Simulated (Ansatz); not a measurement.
The parent structure is CeO2 in the fluorite structure (space group Fm-3m, No. 225; a = 5.4645 Å).

All numbers come from Ansatz (a program for electronic structure), PBE, PAW, cutoff 420 eV, without spin-orbit coupling, earlier PAW set.

Base values:

The lattice parameter a is 5.464 Å, the gap character is indirect, K–Γ (31 % along) → L and the band gap comes out as 1.87 eV.

Now apply this change: cell and atoms relaxed at a pressure of 4.5 GPa.

**Question.** What does the calculation give for the lattice parameter a, gap character and band gap after the change?

**Answer.** The lattice parameter a drops by 0.044 Å, from 5.464 Å to 5.420 Å; the gap character is still indirect, K–Γ (31 % along) → L; the band gap grows by 0.07 eV, from 1.87 eV to 1.94 eV.

Load acts through the strain it causes; cell and atoms are relaxed under it. No phonon test of stability was made. Starting moments died away, wholly or in part, for the base; another magnetic solution may exist. The final runs are not spin-polarised.
